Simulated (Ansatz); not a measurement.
We consider LaBr3 (P6₃/m, No. 176), described by r²SCAN+rVV10 (PAW; Ansatz, a quantum-chemistry and plane-wave program).

Settings: plane-wave cutoff 560 eV, 6×6×8 k mesh (along the axes of the cell as run), Fermi–Dirac smearing 0.01 eV, scalar-relativistic PAW data made under PBE.

Computed at the level's own relaxed cell.

Problem. Estimate the bulk modulus B0, c axis length, pressure derivative B′ of the bulk modulus and volume per atom that the calculation returns.

Solution. 
bulk modulus B0: 31.7 GPa
c axis length: 4.509 Å
pressure derivative B′ of the bulk modulus: 5.9
volume per atom: 30.95 Å³/atom

Note: the bulk modulus comes from volumes at which shape and atoms were relaxed.

Spin–orbit coupling is not included.

The computed numbers hold no vibrational or temperature effects.
